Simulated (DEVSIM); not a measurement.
Device: Schottky contact on n-type In0.53Ga0.47As, at 400 K.

Layer 1 from the left is In0.53Ga0.47As, thickness (μm) 0.660, Nd (cm⁻³) 5e15, τn (s) 9e-10, τp (s) 9e-10.

Left contact: Schottky, work function 4.96 eV, emission velocity 1.1e7 cm/s. Right contact: ohmic. Voltage is applied to the left contact. Recombination: SRH at mid-gap, radiative, Auger. Mobility is constant in doping.

This is a model device: material constants are rounded textbook-type values typed into the input, and sizes, dopings and lifetimes were drawn at random. Values at 300 K; Nc and Nv go as T^1.5, mobilities as T to minus their exponent, the gap by Varshni's rule with the affinity fixed.

In0.53Ga0.47As: gap (eV) 0.74, affinity (eV) 4.51, permittivity 13.9, Nc (cm⁻³) 2.1e17, Nv (cm⁻³) 7.7e18, μn (cm²/Vs) 12000, μp (cm²/Vs) 300, T exponent of μn 1.6, T exponent of μp 1.6, B (cm³/s) 9.6e-11, Cn (cm⁶/s) 5e-29, Cp (cm⁶/s) 5e-29, Varshni α (eV/K) 0.00035, Varshni β (K) 190.

Model (solved in DEVSIM): 1D drift-diffusion, Boltzmann statistics, complete ionisation; no tunnelling, impact ionisation, image-force lowering or self-heating. Metal contacts follow the ideal Schottky-Mott rule: no Fermi-level pinning, no interface dipoles.

What does the simulation give for the potential step across the device at zero bias, the dark forward voltage at 100 A/cm², the largest field in the device at zero bias?

potential step across the device at zero bias 0.306 V; dark forward voltage at 100 A/cm² 0.157 V; largest field in the device at zero bias 20000 V/cm.
